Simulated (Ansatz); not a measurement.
The starting structures come from a database of crystals and need not be the phases stable at ambient conditions.

By PBEsol, the system below comes out a metal.

Data:

```yaml
crystal:
  lattice:
    - [2.67506, 0.00000, 0.00000]
    - [0.00000, 5.26948, 0.00000]
    - [0.00000, 0.00000, 2.82210]
  atoms:
    - { symbol: Ga, position: [0.00000, 0.50000, 0.64939] }
    - { symbol: As, position: [0.00000, 0.00000, 0.00061] }
```

The cell is taken as given; by PBEsol it stands under a pressure of -3.6 GPa.

The current flows along the normal of the first two printed cell vectors. No spin-orbit coupling; the value is a mean over 0.1 eV about the Fermi level.

Question: Predict the ballistic conductance per area from PBEsol (Ansatz, a quantum-chemistry and plane-wave program).

Answer: 1.0 × 10¹⁵ S/m² for both spins.
